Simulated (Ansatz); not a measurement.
Consider Cd vacancy in hcp Cd, neutral cell. Calculation: PBE, PAW (plane waves to 420 eV; Ansatz, a quantum-chemistry and plane-wave program).

Settings: 36 host sites, the relaxed PBE lattice, a 2×2×2 k-point mesh shifted by half a step along c, smearing 0.10 eV, spin-restricted, no image-charge correction. Static, classical nuclei. Forms of the defect that were not tried may lie lower.

Barriers: single points on a 3×3×3 k-point mesh shifted by half a step along c at the bands' geometries (they differ from the bands' own by up to 0.11 eV, and are uncertain by about as much).

The step: a nearby Cd atom hops onto the vacant site. Atoms about the jump, Cartesian Å from the middle of the jump, before and after:

```csv
atom,x0,y0,z0,x1,y1,z1
Cd1,0.74,-0.43,1.24,-0.74,0.43,-1.24
Cd2,-0.76,2.17,1.22,-0.74,2.13,1.43
Cd3,0.74,-2.13,-1.44,0.76,-2.18,-1.25
Cd4,2.21,0.43,-1.44,2.27,0.43,-1.24
Cd5,-2.27,-0.43,1.25,-2.21,-0.43,1.43
Cd6,-0.76,-3.05,1.37,-0.71,-3.02,1.43
Cd7,-2.25,-2.12,-1.43,-2.26,-2.18,-1.39
Cd8,0.72,3.02,-1.44,0.76,3.05,-1.39
Cd9,2.26,2.18,1.38,2.26,2.13,1.44
```

Task: Give the saddle-point geometry and the barrier.

Result: 
```csv
atom,x,y,z
Cd1,0.00,-0.01,-0.02
Cd2,-0.88,2.27,1.66
Cd3,0.89,-2.27,-1.70
Cd4,2.41,0.36,-1.70
Cd5,-2.40,-0.36,1.67
Cd6,-0.78,-2.91,1.35
Cd7,-2.12,-2.13,-1.38
Cd8,0.78,2.90,-1.39
Cd9,2.13,2.13,1.34
```
It lies 0.19 eV above the start and 0.19 eV above the end. The saddle point's order was not checked, and it lies on a symmetry element of the cell, where a band can be held.
